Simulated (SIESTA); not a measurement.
# Worked example: self-consistent single point of RbMg6Zr (Amm2, 8 atoms in the cell) in SIESTA

Method of the run: GGA PBEsol, numerical atomic orbitals TZP, PseudoDojo PBEsol standard norm-conserving potentials (rewritten from UPF to PSML) (SIESTA).

The input file:

```
# files in the folder: Rb.psml Mg.psml Zr.psml (PseudoDojo PBEsol standard)
SystemName  RbMg6Zr
SystemLabel rbmg6zr

NumberOfAtoms                8
NumberOfSpecies              3
%block ChemicalSpeciesLabel
  1 37 Rb
  2 12 Mg
  3 40 Zr
%endblock ChemicalSpeciesLabel
LatticeConstant              1.0 Ang
%block LatticeVectors
     5.250080000    0.000000000    0.000000000
     0.000000000    3.421910000    5.828100000
     0.000000000   -3.421910000    5.828100000
%endblock LatticeVectors
AtomicCoordinatesFormat      Ang
%block AtomicCoordinatesAndAtomicSpecies
     2.625040000    0.000000000    6.827968836  1
     0.000000000    1.838523805    7.811169306  2
     0.000000000   -1.838523805    7.811169306  2
     0.000000000    0.000000000    4.673436828  2
     2.625040000    1.809574446    3.973482018  2
     2.625040000   -1.809574446    3.973482018  2
     2.625040000    0.000000000    0.877478736  2
     0.000000000   -0.000000000   10.676379828  3
%endblock AtomicCoordinatesAndAtomicSpecies

XC.functional                GGA
XC.authors                   PBEsol
PAO.BasisSize                TZP
PAO.EnergyShift              0.01 Ry
MeshCutoff                   400 Ry
%block kgrid.MonkhorstPack
    4   0   0  0.0
    0   3   0  0.0
    0   0   3  0.0
%endblock kgrid.MonkhorstPack
OccupationFunction           FD
ElectronicTemperature        1160.45 K

MaxSCFIterations             150
SCF.Mixer.Method             Pulay
SCF.Mixer.Weight             0.25
SCF.Mixer.History            8
SCF.DM.Tolerance             1.0E-04
Diag.ParallelOverK           true
WriteForces                  true
Charge.Mulliken              end
```

Log, with long lists cut:

```
reinit: Reading from file input.fdf

reinit: System Name: RbMg6Zr
reinit: System Label: rbmg6zr

coor:   Atomic-coordinates input format  =     Cartesian coordinates
coor:                                          (in Angstroms)

siesta: Atomic coordinates (Bohr) and species
siesta:      4.96061   0.00000  12.90299  1        1
siesta:      0.00000   3.47431  14.76097  2        2
siesta:      0.00000  -3.47431  14.76097  2        3
siesta:      0.00000   0.00000   8.83152  2        4
siesta:      4.96061   3.41960   7.50879  2        5
siesta:      4.96061  -3.41960   7.50879  2        6
siesta:      4.96061   0.00000   1.65819  2        7
siesta:      0.00000  -0.00000  20.17543  3        8

siesta: System type = bulk

initatomlists: Number of atoms, orbitals, and projectors:      8    95    84

siesta: ******************** Simulation parameters ****************************
redata: Spin configuration                          = none
redata: Time-Reversal Symmetry                      = T
redata: Number of Atomic Species                    =        3
redata: Mesh Cutoff                                 =   400.0000 Ry
redata: Net charge of the system                    =     0.0000 |e|
redata: Min. number of SCF Iter                     =        0
redata: Max. number of SCF Iter                     =      150
redata: SCF convergence failure will abort job
redata: SCF mix quantity                            = Hamiltonian
redata: Mix DM or H after convergence               =   F
redata: Recompute H after scf cycle                 =   F
redata: Mix DM in first SCF step                    =   T
redata: No kicks to SCF
redata: DM Mixing Weight for Kicks                  =     0.5000
redata: Require Harris convergence for SCF          =   F
redata: Harris energy tolerance for SCF             =     0.000100 eV
redata: Require DM convergence for SCF              =   T
   [... lines left out ...]
diag: Parallel distribution                         =     1 x     1
diag: Used triangular part                          = Lower
diag: Absolute tolerance                            =  0.100E-15
diag: Orthogonalization factor                      =  0.100E-05
diag: Memory factor                                 =  1.0000

superc: Internal auxiliary supercell:     5 x     5 x     5  =     125
superc: Number of atoms, orbitals, and projectors:   1000  11875  10500

                        Single-point calculation

superc: Internal auxiliary supercell:     5 x     5 x     5  =     125
superc: Number of atoms, orbitals, and projectors:   1000  11875  10500

outcell: Unit cell vectors (Ang):
        5.250080    0.000000    0.000000
        0.000000    3.421910    5.828100
        0.000000   -3.421910    5.828100

outcell: Cell vector modules (Ang)   :    5.250080    6.758418    6.758418
outcell: Cell angles (23,13,12) (deg):     60.8378     90.0000     90.0000
outcell: Cell volume (Ang**3)        :    209.4071
new_DM -- step:     1
Initializing Density Matrix...

Attempting to read DM from file... Failed...
DM filled with atomic data:

InitMesh: MESH = 64 x 72 x 72 = 331776
InitMesh: Mesh cutoff (required, used) =   400.000   410.705 Ry

stepf: Fermi-Dirac step function
        iscf     Eharris(eV)        E_KS(eV)     FreeEng(eV)     dDmax    Ef(eV) dHmax(eV)
   scf:    1   -11768.189407   -11785.162032   -11785.318384  1.732382 -3.492640  3.860119
   scf:    2   -11785.115269   -11785.691571   -11785.860950  0.181529 -3.333487  4.106646
   scf:    3   -11786.156234   -11786.041409   -11786.215451  0.053508 -3.422738  2.140481
   scf:    4   -11786.247297   -11786.185411   -11786.375913  0.140307 -3.473375  0.539029
   scf:    5   -11786.205340   -11786.204982   -11786.389795  0.013805 -3.461365  0.212794
   scf:    6   -11786.187109   -11786.202880   -11786.388650  0.015209 -3.482026  0.367808
   scf:    7   -11786.207434   -11786.208736   -11786.393083  0.009371 -3.469290  0.106999
   scf:    8   -11786.208668   -11786.208913   -11786.393541  0.002315 -3.473084  0.004585
   scf:    9   -11786.208883   -11786.208901   -11786.393538  0.000280 -3.472913  0.010108
   scf:   10   -11786.208858   -11786.208881   -11786.393542  0.000237 -3.473346  0.000746
   scf:   11   -11786.208875   -11786.208878   -11786.393543  0.000035 -3.473429  0.000076
SCF Convergence by DM+H criterion
max |DM_out - DM_in|         :     0.0000345679
max |H_out - H_in|      (eV) :     0.0000761485
SCF cycle converged after 11 iterations

Using DM_out to compute the final energy and forces

siesta: E_KS(eV) =           -11786.2089

siesta: E_KS - E_eggbox =    -11786.2089

siesta: Atomic forces (eV/Ang):
     1    0.000000   -0.000000   -0.027999
     2   -0.000000    0.003820    0.019855
     3    0.000000   -0.003820    0.019855
     4    0.000000   -0.000000    0.131586
     5    0.000000   -0.152092   -0.145638
     6    0.000000    0.152092   -0.145638
     7    0.000000   -0.000000    0.212088
     8   -0.000000   -0.000000   -0.009815
   Tot    0.000000    0.000000    0.054296
   Max    0.212088
   Res    0.079760    sqrt( Sum f_i^2 / 3N )
   Max    0.212088    constrained

Stress tensor Voigt[x,y,z,yz,xz,xy] (kbar):        2.99        5.55        2.69        0.00       -0.00        0.00
(Free)E + p*V (eV/cell)   -11786.8833
Target enthalpy (eV/cell)   -11786.3935

siesta: Program's energy decomposition (eV):
siesta: Ebs     =     -3179.347521
siesta: Eions   =     14695.230052
siesta: Ena     =      1291.799938
siesta: Ekin    =      6090.944701
siesta: Enl     =     -2833.625773
siesta: Eso     =         0.000000
siesta: Edftu   =         0.000000
siesta: DEna    =        82.686500
siesta: DUscf   =         2.486549
siesta: DUext   =         0.000000
siesta: Ex      =     -1610.554925
siesta: Ec      =      -114.715818
siesta: Exc     =     -1725.270743
siesta: Eharris =    -11786.208875
siesta: Etot    =    -11786.208878
siesta: FreeEng =    -11786.393543

siesta: Atomic forces (eV/Ang):
siesta:      1    0.000000   -0.000000   -0.027999
siesta:      2   -0.000000    0.003820    0.019855
siesta:      3    0.000000   -0.003820    0.019855
siesta:      4    0.000000   -0.000000    0.131586
siesta:      5    0.000000   -0.152092   -0.145638
siesta:      6    0.000000    0.152092   -0.145638
siesta:      7    0.000000   -0.000000    0.212088
siesta:      8   -0.000000   -0.000000   -0.009815
siesta: ----------------------------------------
   [... lines left out ...]
siesta: Cell volume =        209.407144 Ang**3
siesta:          -3.74738214         -0.69992151  kBar
   [... lines left out ...]
               5pz     5px
   1  8.424   2.006  -0.006   0.197   0.064   1.936   1.935   1.950   0.075
              0.065   0.202

Species: Mg
Atom  Qatom  Qorb
               2s      3s      3s      3s      2py     2pz     2px     3py
               3pz     3px
   2 10.198   1.990   1.180  -0.513   0.446   2.013   2.014   2.016   0.321
              0.418   0.314
   3 10.198   1.990   1.180  -0.513   0.446   2.013   2.014   2.016   0.321
   [... 9 lines left out ...]

Species: Zr
Atom  Qatom  Qorb
               4s      5s      5s      5s      4py     4pz     4px     5py
               5pz     5px     4dxy    4dyz    4dz2    4dxz    4dx2-y2 4dxy
               4dyz    4dz2    4dxz    4dx2-y2 4dxy    4dyz    4dz2    4dxz
               4dx2-y2
   8 11.381   1.993   0.493  -0.171   0.308   2.019   2.019   2.016   0.164
              0.168   0.080   0.485   0.363   0.369   0.482   0.357   0.075

              0.084   0.086   0.070   0.088  -0.056   0.008  -0.018  -0.056

             -0.046

mulliken: Qtot =       81.000

Mulliken Atomic Populations:
Atom #   charge [q] valence [e]  Species
     1     0.576355    8.423645  Rb
     2    -0.198382   10.198382  Mg
     3    -0.198382   10.198382  Mg
     4    -0.176147   10.176147  Mg
     5    -0.207103   10.207103  Mg
     6    -0.207103   10.207103  Mg
     7    -0.207761   10.207761  Mg
     8     0.618524   11.381476  Zr
 Total     0.000000
```

The run converged in 11 iterations.

The starting cell comes from a database of computed structures (which also holds hypothetical and non-ambient phases and stackings), without a prior relaxation at this level. Values carry the incompleteness of an atom-centred basis.

Cost on one core of a shared machine: roughly 50 s.
